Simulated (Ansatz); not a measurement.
Results of r²SCAN-D4 in Ansatz (plane waves, PAW) for InSe (P-6m2, No. 187; cell taken from a computed entry).

Numerical settings: plane-wave cutoff 500 eV, 12×12×4 k mesh (along the axes of the cell as run), gaussian smearing 0.02 eV, scalar-relativistic PAW data made under PBE.

Cell (relaxed at this level):

```cif
data_In4Se4
_chemical_formula_sum 'In4 Se4'
_space_group_name_H-M_alt 'P-6m2'
_space_group_IT_number 187
_space_group_name_Hall 'P -6 2'
_cell_length_a 4.02845
_cell_length_b 4.02845
_cell_length_c 16.98005
_cell_angle_alpha 90.000
_cell_angle_beta 90.000
_cell_angle_gamma 120.000
loop_
_atom_site_label
_atom_site_type_symbol
_atom_site_symmetry_multiplicity
_atom_site_Wyckoff_symbol
_atom_site_fract_x
_atom_site_fract_y
_atom_site_fract_z
_atom_site_occupancy
In1 In 2 g 0.00000 0.00000 0.41787 1
In2 In 2 h 0.33333 0.66667 0.08213 1
Se1 Se 2 i 0.66667 0.33333 0.15642 1
Se2 Se 2 h 0.33333 0.66667 0.34359 1
```

Task: What does this level give for the band gap?

Result: 
band gap: 0.84 eV (on the SCF k mesh)

Note: the relaxation could not lower the start's symmetry, so the cell can be a saddle point above a distorted one.

Spin–orbit coupling is not included.

The computed numbers hold no vibrational or temperature effects.

Ansatz is a quantum-chemistry and plane-wave program.
